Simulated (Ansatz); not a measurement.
The reference is HfO2 (space group P4_2/nmc, No. 137; a = 3.6044 Å, c = 5.2643 Å).

Method: PBE in Ansatz (plane waves to 420 eV, PAW, no spin-orbit coupling).

For the base:

The electron mass comes out as 1.0 mₑ along c, 0.88 mₑ across (at Γ) and the lattice parameter a is 3.604 Å.

One thing is altered: cell and atoms relaxed at a pressure of 1.5 GPa.

### Question
Estimate the effect on the electron mass and lattice parameter a.

### Answer
The electron mass goes from 1.0 mₑ along c, 0.88 mₑ across (at Γ) to 0.94 mₑ along c, 0.87 mₑ across (at Γ); the lattice parameter a shrinks by 0.007 Å (3.604 Å → 3.597 Å).

With Hf present, leaving out spin-orbit coupling can change the band edges. The levels and masses belong to the bands next to the band gap. Load acts through the strain it causes; cell and atoms are relaxed under it. Effective masses come from finite differences of ±0.01 Å⁻¹. No phonon test of stability was made. This is not the structure that HfO2 has at room temperature and ambient pressure.

Ansatz is an electronic-structure program.
